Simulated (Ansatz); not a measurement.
An Ansatz (a quantum-chemistry and plane-wave program) input (LDA (Ansatz; PAW; 420 eV plane waves; spin-orbit coupling left out)):

Ansatz 0.2 input:
```yaml
crystal:
  lattice:
    - [2.8640666085, 0, 0]
    - [1.4320333042, 2.4803544411, 0]
    - [1.4320333042, -0.8267848137, 2.2808833613]
  atoms:
    - { symbol: Al, position: [0, 0, 0] }
basis: { ecutwfc: 420, ecutrho_ratio: 4, xc_grid: 2, fft_grid_basis: typed }
kpoints: { mp_grid: { grid: [28, 28, 28] } }
hamiltonian:
  xc: lda
  dispersion: none
  pseudopotentials: { kind: paw }
scf: { occupations: { method: fermi_dirac, width: 0.1 } }
relax: { f_tol: 0.005, max_steps: 50, cell: { stress_tol: 0.01, fix: [a, b, gamma] } }
output: { forces: true, stress: true }
checkpoint: { write: state.ck, write_every: 1000 }
```

Which symmetry and how many k-points will the program report, and about how many plane waves at Γ?

Space group R-3m (ITA 166) with 12 operations, k-points 2045 of 21952, and 331 plane waves at Γ.

And the final pressure?

-1.24 GPa (compression positive).

The cells carry an imposed strain or load. Stability against distortions was not tested. The cell was made from Al in the fcc (Cu type) structure (space group Fm-3m, No. 225) by this change: biaxial strain +1.67 %, plane normal [111], relaxed out of plane.
